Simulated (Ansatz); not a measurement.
By hand: formation energy of Ti_Ru in Ru (hcp, P6₃/mmc)

We look at the formation energy of Ti_Ru in Ru (hcp, P6₃/mmc). Reaction: Ti (hcp) + 63 Ru (hcp) → cell A.

A: a supercell of 64 sites of Ru (hcp, P6₃/mmc) with Ti on a Ru site (12 Ru at 2.68–2.74 Å); spin state with PBE: run without spin.

Method: Ansatz (a quantum-chemistry and plane-wave program), PAW, neutral cells at 0 K with nuclei at rest, on structures from PBE. Ansatz runs with its default PAW set. Other levels take these structures. The lattices are those relaxed with PBE, so at other levels the solids can be strained, which adds to the spread. Larger cells are relaxed from a start prepared with the learned potential CHGNet, on a coarser mesh till forces fall under 0.03 eV/Å, which some starts already meet. A dispersion term (D3(BJ), or D4 for r2SCAN) was computed beside these levels and is taken off wherever the name lacks it. Space groups of crystals are read within 0.01 Å. Mesh and cell size may move defect energies by 0.1 eV or more. Cell A has symmetry P-6m2 within 0.02 Å and got no random move, so less symmetric positions, which may lie lower, weren't tried.

Total energies of the cells in eV, at zero smearing width. They compare only within one column; the weights balance every element.

```csv
cell,atoms,weight,PBE,PBE+D3(BJ)
A: Ru:Ti_Ru,64,+1,-372858.11923,-372897.58689
Ti (hcp),2,−1/2,-4999.33129,-5000.53140
Ru (hcp),64,−63/64,-376236.13743,-376275.48988
```

PBE: (-372858.11923) − 1/2 × (-4999.33129) − 63/64 × (-376236.13743) = -1.006 eV.

PBE+D3(BJ): (-372897.58689) − 1/2 × (-5000.53140) − 63/64 × (-376275.48988) = -1.136 eV.
